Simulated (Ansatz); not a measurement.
Take TiS2 in the CdI2 type structure (space group P-3m1, No. 164; layered, stacked along the Cartesian z axis) as the base.

```cif
data_S2Ti
_chemical_formula_sum 'Ti1 S2'
_space_group_name_H-M_alt 'P-3m1'
_space_group_IT_number 164
_space_group_name_Hall '-P 3 2"'
_cell_length_a 3.36054
_cell_length_b 3.36054
_cell_length_c 5.52283
_cell_angle_alpha 90.000
_cell_angle_beta 90.000
_cell_angle_gamma 120.000
loop_
_atom_site_label
_atom_site_type_symbol
_atom_site_symmetry_multiplicity
_atom_site_Wyckoff_symbol
_atom_site_fract_x
_atom_site_fract_y
_atom_site_fract_z
_atom_site_occupancy
Ti1 Ti 1 a 0.00000 0.00000 0.00000 1
S1 S 2 d 0.33333 0.66667 0.25856 1
```

All numbers come from DFT with PBE-D3(BJ), PAW potentials and a 420 eV plane-wave cutoff in Ansatz (a program for electronic structure), no SOC, earlier PAW set.

One change was made to it. Results:

| quantity | base | after |
|---|---|---|
| c/a ratio | 1.643 | 1.616 |
| shortest interatomic distance | 2.409 Å | 2.302 Å |

**Question.** Name the change that was made.
(A) pressure 30 GPa
(B) pressure 7 GPa
(C) pressure 15 GPa

**Answer.** A, pressure 30 GPa. For comparison, the c/a ratio in the other runs: pressure 15 GPa gives 1.595; pressure 7 GPa gives 1.597.

Load acts through the strain it causes; cell and atoms are relaxed under it. No phonon test of stability was made. Competing high-pressure phases were not computed. The base started in P3m1 and relaxed to P-3m1 at this level. The final runs are not spin-polarised.
